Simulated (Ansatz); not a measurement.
The starting structures come from a database of crystals and need not be the phases stable at ambient conditions.

By PBEsol, the system below comes out a metal.

A figure of merit of an interconnect metal is its ballistic conductance per area.

```yaml
crystal:
  lattice:
    - [2.87389, 0.00000, 0.00000]
    - [0.00000, 5.30173, 0.00000]
    - [1.43694, -2.65087, 2.57078]
  atoms:
    - { symbol: Ge, position: [0.06406, 0.25000, 0.00000] }
    - { symbol: Ge, position: [0.93594, 0.75000, 0.00000] }
```

Space group of this cell: Imma. The cell is strained (lengths along the current scaled by 1.03, ions clamped); by PBEsol its mean pressure is -4.4 GPa.

The current flows along the normal of the first two printed cell vectors. No spin-orbit coupling; the value is a mean over 0.1 eV about the Fermi level.

**Question.** Predict the ballistic conductance per area from PBEsol run with Ansatz (a program for electronic structure).

**Answer.** 1.1 × 10¹⁵ S/m² for both spins.
